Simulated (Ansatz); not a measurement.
Take InAs in the zinc blende structure (space group F-43m, No. 216) as the base.

Space group F-43m (No. 216); a = b = c = 6.186 Å, α = β = γ = 90.00°

```tsv
atom	site	symmetry	x	y	z
In	4a	-43m	0.0000	0.0000	0.0000
As	4d	-43m	0.7500	0.7500	0.7500
```
(The calculation used a cell of 2 atoms; values per cell refer to that cell.)

Method: PBE (Ansatz, a quantum-chemistry and plane-wave program, PAW, no spin-orbit coupling).

Strains are applied to the cell and any free atomic positions relax.

One change was made to it. Results:

| quantity | base | after |
|---|---|---|
| energy relative to the base (free energy F) | 0 meV/atom | +4.2 meV/atom |
| pressure | 0.0 GPa | 1.6 GPa |
| band gap | zero | zero |

Task: Which of these changes matches the shifts?
A) isotropic strain −1.00 %
B) isotropic strain −2.00 %
C) isotropic strain +0.50 %

Result: A, isotropic strain −1.00 %. For comparison, the energy relative to the base in the other runs: isotropic strain −2.00 % gives +18 meV/atom; isotropic strain +0.50 % gives +1.0 meV/atom.

The mesh was chosen for an insulator and is coarse for the gapless case. Stability against distortions was not tested. All final runs are without spin polarisation. The zero or small gap of InAs can change with the level of theory.
